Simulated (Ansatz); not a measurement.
**SrTiO3: stress against strain**

SrTiO3 (cubic perovskite, Pm-3m, 11.451 Å³/atom at rest, cube axes along x, y and z) under a strain ε along a cube axis (axis z), the other axes held. LDA in Ansatz, a plane-wave DFT program (PAW, default set), 420 eV, 9×9×9 Γ-centred mesh, Fermi-Dirac smearing 0.05 eV; ions are relaxed within the symmetry of each cell. Stress is positive for a compressed cell.

Here s stands for strain and y for stress zz.

```csv
strain (%),stress zz (GPa)
-1.20,4.90
-0.60,2.37
0.00,0.00
0.60,-2.23
1.20,-4.32
3.00,?
```

### Question
Using a straight line, estimate the missing y at s = 3.00 from the other rows, showing the fit.

### Answer
Means: s 0, y 0.144. About the means, the sum of products is -13.824 and the sum of squares of s is 3.6000; the slope is their ratio. Least squares gives y = 0.144 - 3.8400·s. Residuals (row less fit): 0.148, -0.078, -0.144, -0.070, 0.144; standard error 0.157 (degrees of freedom: 3). The slope gives the elastic constant C11 = 384 ± 8 GPa. At the withheld row, y = 0.144 - 3.8400 × 3.0 = -11.376 GPa. The calculation gives -9.85 GPa, 1.526 GPa above the prediction (10.3 % of the range of y in the table). The row lies outside the fitted rows, so this is an extrapolation. From the scatter of the fitted rows alone, a prediction at this place has a standard error of 0.303 GPa, so the miss is 5.0 times that.

One order more, fitted to all 11 runs of the series, follows each within 0.05, so the miss is the next term of a smooth law. The primitive cell can neither tilt nor turn polar against its symmetry, as such crystals can under strain. SrTiO3 is here the ideal cubic form; the compound distorts at low or room temperature. Rows are the converged runs of the series near zero and its far end; series whose fitted rows scatter by over a few per cent of the range, as at a crossing or softening among them, aren't shown in this form. Most that stay on the fit to the last digits aren't either.
